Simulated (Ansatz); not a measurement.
**How a calculation on Sr2NbGaO6 (Fm-3m, 10 atoms in the cell) responds to its settings**

```
Sr2NbGaO6
1.0
    0.00000     3.86849     3.86849
    3.86849     0.00000     3.86849
    3.86849     3.86849     0.00000
Sr Ga Nb O
2 1 1 6
Direct
  0.25000   0.25000   0.25000
  0.75000   0.75000   0.75000
  0.50000   0.50000   0.50000
  0.00000   0.00000   0.00000
  0.74910   0.25090   0.25090
  0.25090   0.74910   0.74910
  0.25090   0.74910   0.25090
  0.74910   0.25090   0.74910
  0.25090   0.25090   0.74910
  0.74910   0.74910   0.25090
```

Base run A: Ansatz (a first-principles code) with r2SCAN, default PAW files made with PBE, self-consistent single point.

Its settings: kpoints.mp_grid.grid = 5 5 5; hamiltonian.xc = r2scan; hamiltonian.pseudopotentials = {kind: paw} (the program's default PAW files); scf.occupations.method = cold; scf.occupations.width = 0.0147 Ry.

The starting cell was generated: these elements placed on a structure prototype, without a prior relaxation; it need not be a known phase or ordering of this composition. Its lattice was rescaled by a random factor within 2.5 % of one. In the base run, with a pressure of about 13 GPa the cell is away from its equilibrium volume at this level. Ansatz's pressure includes its estimate of the finite-basis (Pulay) stress.

ΔF is the free energy per atom less that of run A. 

Run A gave: pressure (GPa) 12.62; largest force (eV/Å) 0.244; gap on the mesh (eV) 4.028; iterations 7.

Runs:
- B: scf.mixing.algorithm, scf.mixing.ndim = anderson, default
- C: scf.mixing.algorithm, scf.mixing.ndim = anderson, 12
- D: scf.mixing.algorithm, scf.mixing.ndim = broyden, default
- E: scf.mixing.algorithm, scf.mixing.ndim = broyden, 1
- F: scf.mixing.algorithm, scf.mixing.ndim = msr1, default
- G: scf.mixing.algorithm, scf.mixing.ndim = msr1, 20

Q: Which runs reach the base run's state, and which is quickest in iterations?

A: Runs B, C, D, E, F, G ended on the same solution as A (within 1 meV/atom).

```tsv
run	ΔF (meV/atom)	pressure (GPa)	largest force (eV/Å)	gap on the mesh (eV)	iterations
A	0.00	12.62	0.244	4.028	7
B	0.00	12.62	0.244	4.028	8
C	0.00	12.62	0.244	4.028	8
D	0.00	12.62	0.244	4.028	8
E	0.00	12.62	0.244	4.028	9
F	0.00	12.62	0.244	4.028	7
G	0.00	12.62	0.244	4.027	8
```

Keys are those of Ansatz 0.2.
